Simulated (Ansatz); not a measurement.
Partial pair distribution functions of a relaxed model of amorphous Ti20O43W, broadened by 0.06 Å; density 3.83 g/cm³. Level of theory: PBE, scalar-relativistic without spin-orbit coupling (plane waves to 420 eV, PAW; Ansatz, an electronic-structure program).

A CHGNet melt-quench gave the starting glass, which DFT then relaxed. O atoms were pushed apart under 1.9 Å during the dynamics, to hinder bonds among them. The hot cell started wider than the set density and was brought back towards it in steps. It is the lowest in DFT energy of 2 quenches. It is a model cell: composition and starting density were chosen by hand, and all elements were melted together. No dispersion term was used. Its density started from a set value of 3.83 and ended at 3.83 g/cm³. The simulated quench (nominally 300 K/ps over its main leg) is rapid and tends to freeze in more defects than a deposited or slowly cooled glass has. Values belong to this one cell and scatter from quench to quench. The volume was held where the preparation left it and the shape relaxed, at a PBE pressure of 1.9 GPa. Stress components on the final sampling reach 2.0 GPa.

```json
[
 {"r (Å)": "1.55", "g Ti-O": "0.01", "g O-W": "0.00", "g Ti-Ti": "0.00", "g O-O": "0.00"},
 {"r (Å)": "1.65", "g Ti-O": "0.37", "g O-W": "0.19", "g Ti-Ti": "0.00", "g O-O": "0.00"},
 {"r (Å)": "1.75", "g Ti-O": "3.32", "g O-W": "3.79", "g Ti-Ti": "0.00", "g O-O": "0.00"},
 {"r (Å)": "1.85", "g Ti-O": "6.21", "g O-W": "6.75", "g Ti-Ti": "0.00", "g O-O": "0.00"},
 {"r (Å)": "1.95", "g Ti-O": "5.32", "g O-W": "5.06", "g Ti-Ti": "0.00", "g O-O": "0.00"},
 {"r (Å)": "2.05", "g Ti-O": "2.78", "g O-W": "6.16", "g Ti-Ti": "0.00", "g O-O": "0.00"},
 {"r (Å)": "2.15", "g Ti-O": "1.29", "g O-W": "1.58", "g Ti-Ti": "0.00", "g O-O": "0.00"},
 {"r (Å)": "2.25", "g Ti-O": "0.83", "g O-W": "0.04", "g Ti-Ti": "0.00", "g O-O": "0.03"},
 {"r (Å)": "2.35", "g Ti-O": "0.42", "g O-W": "0.00", "g Ti-Ti": "0.00", "g O-O": "0.36"},
 {"r (Å)": "2.45", "g Ti-O": "0.14", "g O-W": "0.00", "g Ti-Ti": "0.00", "g O-O": "0.91"},
 {"r (Å)": "2.55", "g Ti-O": "0.01", "g O-W": "0.00", "g Ti-Ti": "0.00", "g O-O": "1.78"},
 {"r (Å)": "2.65", "g Ti-O": "0.08", "g O-W": "0.00", "g Ti-Ti": "0.00", "g O-O": "2.26"},
 {"r (Å)": "2.75", "g Ti-O": "0.20", "g O-W": "0.00", "g Ti-Ti": "0.18", "g O-O": "2.76"},
 {"r (Å)": "2.85", "g Ti-O": "0.16", "g O-W": "0.00", "g Ti-Ti": "1.37", "g O-O": "2.76"},
 {"r (Å)": "2.95", "g Ti-O": "0.13", "g O-W": "0.00", "g Ti-Ti": "1.54", "g O-O": "2.08"},
 {"r (Å)": "3.05", "g Ti-O": "0.38", "g O-W": "0.00", "g Ti-Ti": "1.78", "g O-O": "1.90"},
 {"r (Å)": "3.15", "g Ti-O": "0.41", "g O-W": "0.27", "g Ti-Ti": "1.46", "g O-O": "1.53"},
 {"r (Å)": "3.25", "g Ti-O": "0.47", "g O-W": "0.92", "g Ti-Ti": "1.20", "g O-O": "0.89"},
 {"r (Å)": "3.35", "g Ti-O": "0.65", "g O-W": "0.20", "g Ti-Ti": "2.24", "g O-O": "0.75"},
 {"r (Å)": "3.45", "g Ti-O": "0.82", "g O-W": "0.12", "g Ti-Ti": "2.66", "g O-O": "0.75"},
 {"r (Å)": "3.55", "g Ti-O": "1.14", "g O-W": "1.63", "g Ti-Ti": "1.96", "g O-O": "0.57"},
 {"r (Å)": "3.65", "g Ti-O": "1.18", "g O-W": "2.69", "g Ti-Ti": "2.03", "g O-O": "0.56"},
 {"r (Å)": "3.75", "g Ti-O": "0.94", "g O-W": "1.66", "g Ti-Ti": "1.53", "g O-O": "0.68"},
 {"r (Å)": "3.85", "g Ti-O": "0.84", "g O-W": "1.29", "g Ti-Ti": "0.76", "g O-O": "0.63"},
 {"r (Å)": "3.95", "g Ti-O": "1.24", "g O-W": "0.16", "g Ti-Ti": "0.21", "g O-O": "0.71"},
 {"r (Å)": "4.05", "g Ti-O": "1.54", "g O-W": "0.49", "g Ti-Ti": "0.24", "g O-O": "0.70"},
 {"r (Å)": "4.15", "g Ti-O": "1.38", "g O-W": "1.41", "g Ti-Ti": "0.45", "g O-O": "0.60"},
 {"r (Å)": "4.25", "g Ti-O": "1.41", "g O-W": "1.74", "g Ti-Ti": "0.40", "g O-O": "0.49"},
 {"r (Å)": "4.35", "g Ti-O": "1.64", "g O-W": "2.65", "g Ti-Ti": "0.49", "g O-O": "0.61"},
 {"r (Å)": "4.45", "g Ti-O": "1.53", "g O-W": "1.09", "g Ti-Ti": "0.79", "g O-O": "0.79"}
]
```

Within 2.52 Å each Ti has 5.30 O neighbours on average.
